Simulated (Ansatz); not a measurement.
Consider Ru in the hcp (Mg type) structure (space group P6_3/mmc, No. 194; a = 2.6756 Å, c = 4.2237 Å; relaxed with 0.1 eV smearing). Axes: x lies along a and z along c of the hexagonal cell.

Method: DFT with LDA, PAW potentials and a 420 eV plane-wave cutoff in Ansatz (a first-principles code), scalar-relativistic without spin-orbit coupling.

Before the change:

The shortest interatomic distance is 261.7 pm.

The change: the cell is compressed by 2.50 % along x with no lateral relaxation, atoms relaxed at fixed cell.

**Question.** What happens to the energy relative to the base?

**Answer.** The energy grows by 18 meV/atom.

**Question.** How does this affect the shortest interatomic distance?

**Answer.** The shortest interatomic distance decreases by 1.4 pm, from 261.7 pm to 260.3 pm.

**Question.** Estimate the effect on the stress.

**Answer.** The stress (xx, yy, zz, yz, xz, xy; compression positive) comes out as (18.4, 5.8, 5.4, 0.0, 0.0, 0.0) GPa.

The cells carry an imposed strain or load. Whether these cells are dynamically stable was not tested. All final runs are without spin polarisation.
